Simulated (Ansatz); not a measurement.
Start from W in the bcc (W type) structure (space group Im-3m, No. 229; a = 3.1542 Å; relaxed with 0.1 eV smearing). Axes: x, y, z lie along the cube axes.

Method: Ansatz (a program for electronic structure) PBEsol, no SOC.

Now apply this change: every lattice vector is shortened by 3.00 %; the atoms relax in the strained cell.

Q: Predict the stress tensor and what it implies for the stiffness.

A: Stress of the strained cell less that of the base (GPa, compression positive):
```
   35.6     0.0     0.0
    0.0    35.6     0.0
    0.0     0.0    35.6
```

Then B = −ΔP/(ΔV/V₀) with ΔV/V₀ = -0.0873 gives secant stiffness values (nonlinear terms included at this strain): B ≈ 408 GPa.

As a check, the harmonic strain energy −½ V₀ Δσ:ε is 160 meV/atom; the computed energy rise is 141 meV/atom.

Stability against distortions was not tested. All final runs are without spin polarisation.
